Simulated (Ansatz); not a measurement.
Seebeck coefficient (μV/K, mean over directions) of n-type Si (Fd-3m) against carrier density, HSE06 with spin-orbit coupling, rigid bands (Ansatz, a program for electronic structure). Computed gap 1.12 eV; densities at which minority carriers matter at this gap, or further valleys turn the trend, are left out. Conductivity mass 0.27 mₑ (harmonic mean over directions), N_c = 2.8e19 cm⁻³ at 300 K.

```tsv
electron density	300 K	500 K	800 K
1e18 cm⁻³	-500	-572	-646
3e18 cm⁻³	-406	-478	-551
1e19 cm⁻³	-304	?	-448
3e19 cm⁻³	-215	-284	-356
1e20 cm⁻³	-130	-191	-258
3e20 cm⁻³	-76	-122	?
1e21 cm⁻³	-45	-72	-109
```

### Question
Some entries are withheld; supply them.

### Answer

- 1e19 cm⁻³, 500 K: -375
- 3e20 cm⁻³, 800 K: -178

Rigid bands with a gap fixed in temperature, one relaxation time for all states, no polarons or phonon drag, and whether or not such doping can be reached. Geometry: cell and atoms relaxed with PBEsol.
